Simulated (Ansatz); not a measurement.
The parent structure is ZnSiP$_{2}$ in the chalcopyrite structure (space group I-42d, No. 122; a = 5.3064 Å, c = 10.3798 Å).

The values are results of LDA (Ansatz, a program for electronic structure), no spin-orbit coupling, not measurements.

Base values:

| Item | Result |
|---|---|
| Band gap | 1.11 eV |
| Hole mass | 0.17 mₑ along c, 0.36 mₑ across (at Γ) |

Modification: every lattice vector is stretched by 1.50 %, atoms relaxed at fixed cell.

Task: What happens to the band gap?

Result: The band gap rises by 0.101 eV, from 1.11 eV to 1.22 eV.

Task: What does the calculation give for the hole mass after the change?

Result: The hole mass goes from 0.17 mₑ along c, 0.36 mₑ across (at Γ) to 0.15 mₑ along c, 0.38 mₑ across (at Γ).

The cells carry an imposed strain or load. Effective masses come from finite differences of ±0.01 Å⁻¹. No phonon test of stability was made.
